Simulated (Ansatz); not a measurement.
# Ga2O3: energy against strain

Ga2O3 (corundum, R-3c, 10.060 Å³/atom at rest, c along z) under a strain ε along c (axis z), the other axes held. PBE in Ansatz, a plane-wave DFT program (PAW, default set), 420 eV, 8×8×8 Γ-centred mesh, Fermi-Dirac smearing 0.05 eV; ions are relaxed within the symmetry of each cell.

Here s stands for strain and y for E less E0.

```
strain (%)  E less E0 (meV/atom)
----------  --------------------
-1.50                       2.33
-0.75                       0.57
0.00                        0.00
0.75                        0.57
1.50                        2.25
3.00                           ?
```

### Question
Fit y against s with a parabola, and predict the withheld value at s = 3.00.

### Answer
Least squares gives y = -0.002 - 0.0213·s + 1.0184·s². Residuals (row less fit): 0.009, -0.017, 0.002, 0.015, -0.007; standard error 0.018 (degrees of freedom: 2). Twice the quadratic coefficient over the volume, 2 × 1.0184 meV × 10⁴ × 0.1602 / 10.060 Å³, is the elastic constant C33 = 324 ± 3 GPa. At the withheld row, y = -0.002 - 0.0213 × 3.00 + 1.0184 × 3.00² = 9.100 meV/atom. The calculation gives 8.84 meV/atom, 0.260 meV/atom below the prediction (2.9 % of the range of y in the table). The row lies outside the fitted rows, so this is an extrapolation. From the scatter of the fitted rows alone, a prediction at this place has a standard error of 0.074 meV/atom, so the miss is 3.5 times that.

One order more, fitted to all 9 runs of the series, follows each within 0.01, so the miss is the next term of a smooth law. Ga2O3 is here the metastable α form; monoclinic β is stable. Rows are the converged runs of the series near zero and its far end; series whose fitted rows scatter by over a few per cent of the range, as at a crossing or softening among them, aren't shown in this form. Most that stay on the fit to the last digits aren't either.
